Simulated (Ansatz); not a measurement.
Consider Pt in the fcc (Cu type) structure (space group Fm-3m, No. 225; a = 3.920 Å; relaxed with 0.1 eV smearing).

Calculations: PBEsol (Ansatz, a program for electronic structure; PAW; 420 eV plane waves; without spin-orbit coupling).

Strains are applied to the cell and any free atomic positions relax.

One change was made to it. Results:

The energy increases by 95 meV/atom; the pressure goes from zero to -19.9 GPa.

Which change produced these results?
A) isotropic strain +3.00 %
B) isotropic strain +2.50 %
C) isotropic strain +1.00 %
D) isotropic strain −3.00 %
E) isotropic strain +0.50 %

A, isotropic strain +3.00 %. For comparison, the energy relative to the base in the other runs: isotropic strain +0.50 % gives +3.0 meV/atom; isotropic strain +2.50 % gives +68 meV/atom; isotropic strain +1.00 % gives +12 meV/atom; isotropic strain −3.00 % gives +124 meV/atom.

No phonon test of stability was made. All final runs are without spin polarisation. Pt lies near a magnetic instability that expansion can trigger; it was not tested.
